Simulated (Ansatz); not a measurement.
A relaxation of the atoms of KZnF3 (P4mm, 5 atoms in the cell) with Ansatz (a quantum-chemistry and plane-wave program).

Method: LDA (PW92), default PAW files made with PBE (plane waves; Ansatz).

The change in words: one atom moved by 0.15 angstrom; relax: default → atoms; relax.f_tol: default → 0.02 eV/Å. Reference geometry:
```
CELL_PARAMETERS angstrom
      4.06215     0.00000     0.00000
      0.00000     4.06215     0.00000
      0.00000     0.00000     4.06215
ATOMIC_POSITIONS crystal
  K  0.00000 0.00000 0.00000
  Zn 0.50000 0.50000 0.50000
  F  0.50000 0.00000 0.50000
  F  0.00000 0.50000 0.50000
  F  0.50000 0.50000 0.00000
```

Reference input (self-consistent single point, DFT, LDA (PW92), plane waves, default PAW files made with PBE): basis.ecutwfc = 30.9 Ry; kpoints.mp_grid.grid = 6 6 6; hamiltonian.xc = lda; hamiltonian.pseudopotentials = {kind: paw} (the program's default PAW files); scf.occupations.method = fermi_dirac; scf.occupations.width = 0.0007 Ry. This run's input differs from it in these lines:

```diff
@@ -6,3 +6,3 @@
   atoms:
-    - { symbol: K, position: [0.000000, 0.000000, 0.000000] }
+    - { symbol: K, position: [0.000000, 0.000000, 0.036926] }
     - { symbol: Zn, position: [0.500000, 0.500000, 0.500000] }
@@ -20,2 +20,4 @@
   occupations: { method: fermi_dirac, width: 0.0007 Ry }
+relax:
+  f_tol: 0.02
 output:
```

The program printed (abridged):

```
   [... SCF lines of the steps left out ...]
relax step   1: F+E_penalty+E_count = -7128.34324195 eV  Δ(F+E_penalty+E_count) = +0.000e0 eV  max|allowed force component| = 1.836e-1 eV/Å  Δτ_max = 0.0000 Å  (6 SCF iters, dr2 threshold 1.00e-5 eV, accepted)
relax step   2: F+E_penalty+E_count = -7128.35581954 eV  Δ(F+E_penalty+E_count) = -1.258e-2 eV  max|allowed force component| = 6.357e-2 eV/Å  Δτ_max = 0.0977 Å  (7 SCF iters, dr2 threshold 2.11e-6 eV, accepted)
relax step   3: F+E_penalty+E_count = -7128.35641167 eV  Δ(F+E_penalty+E_count) = -5.921e-4 eV  max|allowed force component| = 3.377e-2 eV/Å  Δτ_max = 0.0123 Å  (6 SCF iters, accepted)
relax step   4: F+E_penalty+E_count = -7128.35672498 eV  Δ(F+E_penalty+E_count) = -3.133e-4 eV  max|allowed force component| = 1.943e-3 eV/Å  Δτ_max = 0.0085 Å  (6 SCF iters, accepted)
the relaxation is at rest under the 8 symmetry operations that the run kept from its start: a minimum is not shown …
Free energy (F): -7128.356725 eV
Internal energy: -7128.356725 eV  (E = F + TS)
E sigma→0 (E₀):  -7128.356725 eV
Fermi energy:    5.410523 eV
--- Forces (eV/Å), atoms counted from 1 ---
  atom   1  K     -0.00000000     0.00000000    -0.00199109
  atom   2  Zn     0.00000000     0.00000000     0.00017548
  atom   3  F      0.00000000     0.00000000     0.00042446
  atom   4  F      0.00000000     0.00000000     0.00042446
  atom   5  F     -0.00000000     0.00000000     0.00072832
--- Stress (GPa, compression-positive) ---
       -5.429128       0.000000      -0.000000
   [... lines left out ...]
    - { symbol: K, position: [1.7068172765146656e-34, 0.0, 0.007739908605722777] }
    - { symbol: Zn, position: [0.49999999999999994, 0.49999999999999994, 0.5073588472176745] }
    - { symbol: F, position: [0.49999999999999994, 0.0, 0.5072586963610398] }
    - { symbol: F, position: [-9.897169624234345e-35, 0.49999999999999994, 0.5072586963610398] }
    - { symbol: F, position: [0.49999999999999994, 0.49999999999999994, 0.00730985145452294] }
```

The run converged. 

Summary of the result:
Free energy E − TS (on the zero of these files): -7128.3567 eV
Top of the valence band (on the code's own zero): 3.59 eV
Gap on the k-point mesh: 3.61 eV
Pressure: -5.43 GPa
Largest force (vector length): 0.002 eV/Å
Relaxation steps: 4

The starting cell has typed, rounded lattice constants, without a prior relaxation at this level. Its lattice was rescaled by up to half a per cent. For this run, on top of that: one atom moved by 0.15 angstrom. The relaxation keeps the symmetry of its start, so its end need not be a minimum. Ansatz's pressure includes its estimate of the finite-basis (Pulay) stress. Without the estimate this run gives -6.25 GPa.

Cost on one core of a shared machine: roughly 30 s.

Keys are those of Ansatz 0.2.
